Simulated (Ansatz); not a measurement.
Abridged Ansatz (an electronic-structure program) output:

```
Relaxation: its limit of steps is 50 (relax.max_steps)
Pseudopotential: Pd, paw, valence charge 18
Crystal: 1 atoms, lattice volume = 14.942 Å³
Basis set: ecut = 420 eV, 289 PW (Γ), exchange–correlation on 40×40×40 points (8 copies of the dense FFT grid, shifted against one another)
Bands: 13, of which v1, the nominal top of the filled ones, is band 9 counted from 1 (8 counted from 0)
Symmetry: 12 space group operations
k-points: 2255 of 24389
Functional: x = pbesol(κ = 0.804, μ = 0.12345679012345678), c = pbesol(β = 0.046)
SCF iter   1: F=—  HF=-6906.676542 eV  |F-HF|=—  |Δ(HF+E_count)|=         —  Δρ=9.98e-3  dr2=1.29e-2  ethr=1.77e-3  ⟨swp⟩=5.0  Hψ=170388  notcnv=0
SCF iter   2: F=—  HF=-6906.673175 eV  |F-HF|=—  |Δ(HF+E_count)|=   3.37e-3  Δρ=2.47e-3  dr2=6.54e-4  ethr=7.15e-5  ⟨swp⟩=1.0  Hψ=47719  notcnv=0
SCF 1 converged in 6 iterations: F = -6906.673016 eV  dr2 = 4.07e-10
relax step   1: F+E_penalty+E_count = -6906.67301564 eV  Δ(F+E_penalty+E_count) = +0.000e0 eV  max|allowed force component| = 0.000e0 eV/Å  Δτ_max = 0.0000 Å  P = -4.563 GPa  Ω = 14.942 Å³  fix = [a, b, gamma]  reactions: a -5.834, b -5.834 GPa  (6 SCF iters, dr2 threshold 1.00e-7 eV, accepted)
[... steps on the carried basis left out ...]
relax step   4: F+E_penalty+E_count = -6906.67366985 eV  Δ(F+E_penalty+E_count) = -1.782e-7 eV  max|allowed force component| = 0.000e0 eV/Å  Δτ_max = 0.0000 Å  P = -3.304 GPa  Ω = 14.844 Å³  energy of the carried Pulay correction = +2.714e-5 eV  fix = [a, b, gamma]  reactions: a -4.956, b -4.956 GPa  (4 SCF iters, dr2 threshold 3.60e-10 eV, accepted)
Crystal: 1 atoms, lattice volume = 14.844 Å³
SCF iter   1: F=—  HF=-6906.673641 eV  |F-HF|=—  |Δ(HF+E_count)|=         —  Δρ=1.56e-5  dr2=6.44e-9  ethr=6.48e-9  ⟨swp⟩=2.9  Hψ=244520  notcnv=0
SCF iter   2: F=—  HF=-6906.673641 eV  |F-HF|=—  |Δ(HF+E_count)|=   1.98e-8  Δρ=6.71e-6  dr2=1.51e-9  ethr=3.58e-11  ⟨swp⟩=2.0  Hψ=49567  notcnv=0
SCF 5 converged in 6 iterations: F = -6906.673641 eV  dr2 = 1.59e-15
SCF converged after 6 iterations
Free energy (F): -6906.673641 eV
Internal energy: -6906.611144 eV  (E = F + TS)
E sigma→0 (E₀):  -6906.642392 eV
Entropy (-TS):   -0.062497 eV (-62.497 meV/atom)
Fermi energy:    19.516549 eV
--- Forces (eV/Å), atoms counted from 1 ---
  atom   1  Pd    -0.00000000     0.00000000     0.00000000
--- Stress (GPa, compression-positive) ---
       -4.953866      -0.000000       0.000000
       -0.000000      -4.953866      -0.000000
        0.000000      -0.000000       0.006657
  P = ⅓ Tr σ = -3.3004 GPa (-33.004 kbar)
--- Relaxed structure (4 steps of the walk, 4 accepted, 1 SCFs on fresh bases) ---
  cell:  # Å, volume = 14.8435 Å³
    - [2.7877401873273726, -2.886754641149682e-11, -4.185615123082057e-11]
    - [1.3938700936886863, 2.4142538213618607, -2.0928041931252845e-11]
    - [1.3938700936884667, -0.8047512738065319, 2.205470684304815]
  atoms:
    - { symbol: Pd, position: [0.0, 0.0, 0.0] }
```

Problem. What was computed, and what are the main results?

Solution. Pd, 1 atom in the cell, with Kohn–Sham DFT with the PBEsol functional, run in Ansatz with PAW and 420 eV plane waves, without spin-orbit coupling. The last SCF converged to F = -6906.673641 eV, or -6906.6736 eV per atom, at a pressure of -3.30 GPa. The total energy compares only with runs of the same code, potentials and settings.

The cells carry an imposed strain or load. Whether these cells are dynamically stable was not tested. All final runs are without spin polarisation. The cell was made from Pd in the fcc (Cu type) structure (space group Fm-3m, No. 225) by this change: biaxial strain +1.67 %, plane normal [111], relaxed out of plane.

Keys are those of Ansatz 0.2.
